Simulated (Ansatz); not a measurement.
Consider TlBr in the CsCl type structure (space group Pm-3m, No. 221; a = 3.915 Å). Axes: x, y, z lie along the cube axes.

The values are results of PBEsol (Ansatz, an electronic-structure program; PAW; 420 eV plane waves; no spin-orbit coupling), not measurements.

Strains are applied to the cell and any free atomic positions relax; under biaxial strain the out-of-plane vector relaxes too.

One change was made to it. Results:

```json
[
 {"quantity": "energy relative to the base (free energy F)", "base": "0 meV/atom", "after": "+4.6 meV/atom"},
 {"quantity": "volume per atom", "base": "29.99 Å³", "after": "30.87 Å³"}
]
```

Task: Which change produced these results?
A) biaxial strain +2.08 %, plane normal [111], relaxed out of plane
B) biaxial strain +2.50 %, plane normal [111], relaxed out of plane
C) biaxial strain −2.08 %, plane normal [111], relaxed out of plane

Result: B, biaxial strain +2.50 %, plane normal [111], relaxed out of plane. For comparison, the energy relative to the base in the other runs: biaxial strain −2.08 %, plane normal [111], relaxed out of plane gives +3.3 meV/atom; biaxial strain +2.08 %, plane normal [111], relaxed out of plane gives +3.2 meV/atom.

Whether these cells are dynamically stable was not tested.
